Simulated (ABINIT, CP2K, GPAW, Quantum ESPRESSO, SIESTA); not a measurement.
**One structure in several programs: Al (Fm-3m, 1 atom in the cell)**

Relaxation of cell and atoms.

```
Al
1.0
    2.84996     0.00000     0.00000
    1.42498     2.46814     0.00000
    1.42498     0.82271     2.32698
Al
1
Direct
  0.00000   0.00000   0.00000
```

Shared settings, as Quantum ESPRESSO writes them: occupations = smearing; smearing = fermi-dirac; degauss = 0.0073499 Ry; K_POINTS = automatic 10 10 10 0 0 0. Potentials and cutoffs stand in the table.

| code | model | final volume (Å³/atom) | cutoff |
|---|---|---|---|
| CP2K | PBE, GPW, DZVP-MOLOPT-SR-GTH basis, GTH-PBE potentials (GTH_POTENTIALS) | 16.41 | grid 400 Ry |
| Quantum ESPRESSO | PBE, PSlibrary ultrasoft (PBE) pseudopotentials | 16.48 | 35 Ry |
| ABINIT | PBE, norm-conserving pseudopotentials (PseudoDojo nc-sr-05 PBE standard) | 16.45 | 40 Ry |
| SIESTA | GGA PBE, numerical atomic orbitals DZP, PseudoDojo PBE standard norm-conserving potentials (rewritten from UPF to PSML) | 16.45 | grid 300 Ry |
| GPAW | PBE, GPAW PAW datasets PBE (gpaw-data 1.0.1) | 16.53 | 600 eV |

The spread over the programs that give each value: final volume within 0.12 Å³/atom.

CP2K and SIESTA use small atom-centred bases, whose incompleteness enters pressures, forces and empty levels differently from a plane-wave cutoff.

The starting cell comes from a database of computed structures (which also holds hypothetical and non-ambient phases and stackings), without a prior relaxation at this level. Its lattice was rescaled by a random factor within 2.5 % of one.

Left out of this page: Ansatz (held back from this collection).
